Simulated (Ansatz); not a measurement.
A computed series for AlN: response to strain

Take AlN in the wurtzite structure (space group P6_3mc, No. 186) as the base.

```cif
data_Al2N2
_chemical_formula_sum 'Al2 N2'
_space_group_name_H-M_alt 'P 1'
_space_group_IT_number 1
_cell_length_a 3.13023
_cell_length_b 3.13023
_cell_length_c 5.01801
_cell_angle_alpha 90.000
_cell_angle_beta 90.000
_cell_angle_gamma 120.000
loop_
_space_group_symop_operation_xyz
  'x, y, z'
loop_
_atom_site_label
_atom_site_type_symbol
_atom_site_fract_x
_atom_site_fract_y
_atom_site_fract_z
_atom_site_occupancy
Al1 Al 0.33333 0.66667 0.00023 1
Al2 Al 0.66667 0.33333 0.50023 1
N1 N 0.33333 0.66667 0.38177 1
N2 N 0.66667 0.33333 0.88177 1
```

Strains are applied to the cell and any free atomic positions relax.

All numbers come from PBE (Ansatz, a quantum-chemistry and plane-wave program, PAW, no spin-orbit coupling).

Notes on the quantities. energy relative to the base: free energy F.

| isotropic strain (%) | energy relative to the base (meV/atom) |
|---|---|
| 0 | 0.0 |
| 0.6 | 2.0 |
| 1.2 | ? |
| 1.8 | 17.7 |
| 2.4 | 31.0 |
| 3 | 47.7 |

**Question.** Fit ΔE = Aε² + Bε³ (ε in %) to the rows shown and predict the withheld row.

**Answer.** Least squares on the printed values gives A = 5.71 and B = -0.14 meV/atom (largest residual 0.0 meV/atom); this predicts 8.0 meV/atom, and the run gives 8.0 meV/atom, in agreement.

Stability against distortions was not tested.
